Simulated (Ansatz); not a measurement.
The reference is SiC in the wurtzite structure (space group P6_3mc, No. 186; a = 3.0919 Å, c = 5.0742 Å).

All numbers come from Ansatz (a program for electronic structure) PBE, spin-orbit coupling left out, earlier PAW set.

Before the change:

| Item | Result |
|---|---|
| Pressure | 0.00 GPa |
| Band gap | 2.31 eV |
| Smallest direct gap | 3.95 eV |

The change: an isotropic linear strain of −0.57 %, atoms relaxed at fixed cell.

Task: What happens to the pressure?

Result: The pressure (mean of the normal stresses, compression positive) goes from zero to 3.79 GPa.

Task: What happens to the band gap?

Result: The band gap decreases by 0.03 eV to 2.28 eV.

Task: What happens to the smallest direct gap?

Result: The smallest direct gap increases by 0.03 eV, from 3.95 eV to 3.98 eV.

Whether these cells are dynamically stable was not tested.
